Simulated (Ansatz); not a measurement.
**A constructed model of the (110) surface of bcc W, p(2x2) surface alloy, Ga on one W site of the top plane (bottom of the slab: a bare face, its two planes held)**

Level of theory: PBE (plane waves to 420 eV, PAW; Ansatz, an electronic-structure program).

Set-up: 24 atoms, 11.2 Å thick at the start; mesh 7x7x1; 0.1 eV smearing; dipole correction on; 8 atoms held, the rest relaxed; held to the start's symmetry, so lower structures may exist; no spin, no spin-orbit, no U. It is one candidate, not shown to be the stable structure of the face.

- work function of the top face: 4.65 eV
- energy released by relaxation: 0.34 eV
- cost: very roughly 27 core-minutes
